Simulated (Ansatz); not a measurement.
**SiGe, pressure series**

Consider SiGe in the wurtzite structure (space group P6_3mc, No. 186; a model cell, its experimental status unchecked).

SiGe is modelled in the hexagonal space group P6₃mc (No. 186), the wurtzite structure, Pearson symbol hP4. Cell: a = b = 3.900 Å, c = 6.443 Å, α = β = 90.00°, γ = 120.00°. Ge on 2b sees 4 Si at 2.394–2.410 Å (tetrahedral). Si on 2b has 4 Ge at 2.394–2.410 Å (tetrahedral). (Neighbours: up to the widest gap in distance over summed covalent radii, below 1.35, at either atom.)

Cell and atoms are relaxed at each pressure.

Computed with Kohn–Sham DFT with the PBEsol functional, run in Ansatz (a first-principles code) with PAW and 420 eV plane waves, no SOC, earlier PAW set.

```csv
case,volume per atom,band gap,width of the top valence band
base,21.22 Å³,0.35 eV,3.48 eV
pressure −2 GPa,21.78 Å³,0.33 eV,3.37 eV
pressure −1 GPa,21.49 Å³,0.37 eV,3.43 eV
pressure 0.9 GPa,20.99 Å³,0.33 eV,3.53 eV
pressure 2.1 GPa,20.71 Å³,0.31 eV,3.56 eV
pressure 4.5 GPa,20.19 Å³,0.26 eV,3.67 eV
pressure 9 GPa,19.38 Å³,0.18 eV,3.86 eV
pressure 15 GPa,18.51 Å³,0.09 eV,4.09 eV
pressure 22.5 GPa,17.64 Å³,zero,–
pressure 30 GPa,16.92 Å³,zero,–
```

A case with no gap was solved on a k-mesh chosen for an insulator, which is coarse for it. Load acts through the strain it causes; cell and atoms are relaxed under it. Stability against distortions was not tested. Competing high-pressure phases were not computed. The final runs are not spin-polarised. A zero or small gap of SiGe under pressure 4.5 GPa, SiGe under pressure 9 GPa, SiGe under pressure 15 GPa and SiGe under pressure 22.5 GPa can be the functional's error rather than a property of the material.
